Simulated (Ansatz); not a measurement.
The structure below was relaxed with Ansatz (a quantum-chemistry and plane-wave program) PBEsol, no spin-orbit coupling, at pressure 22.5 GPa.

Space group I-4 (No. 82); a = 4.948 Å, b = 4.948 Å, c = 9.512 Å, α = 90.00°, β = 90.00°, γ = 90.00°

```json
[
 {"atom": "Al", "site": "2b", "symmetry": "-4..", "x": "0.0000", "y": "0.0000", "z": "0.5000"},
 {"atom": "Al", "site": "2d", "symmetry": "-4..", "x": "0.5000", "y": "0.0000", "z": "0.2500"},
 {"atom": "Cd", "site": "2a", "symmetry": "-4..", "x": "0.0000", "y": "0.0000", "z": "0.0000"},
 {"atom": "S", "site": "8g", "symmetry": "1", "x": "0.2006", "y": "0.2612", "z": "0.3509"}
]
```

Question: Write out a cell with all atoms.

Answer: 
```xyz
14
Lattice="4.9482 0.0000 0.0000 0.0000 4.9482 0.0000 0.0000 0.0000 9.5124" Properties=species:S:1:pos:R:3 pbc="T T T"
Al     2.4741     2.4741     0.0000
Al     2.4741     0.0000     2.3781
Cd     0.0000     0.0000     0.0000
S      3.7665     1.4815     1.4185
S      1.1817     3.4668     1.4185
S      3.9556     3.6559     3.3377
S      0.9926     1.2924     3.3377
Al     0.0000     0.0000     4.7562
Al     0.0000     2.4741     7.1343
Cd     2.4741     2.4741     4.7562
S      1.2924     3.9556     6.1747
S      3.6559     0.9926     6.1747
S      1.4815     1.1817     8.0939
S      3.4668     3.7665     8.0939
```
This is the conventional cell.

Load acts through the strain it causes; cell and atoms are relaxed under it. Stability against distortions was not tested. No other phases were tried under pressure. The cell was made from Al2CdS4 (space group I-4, No. 82) by this change: pressure 22.5 GPa.
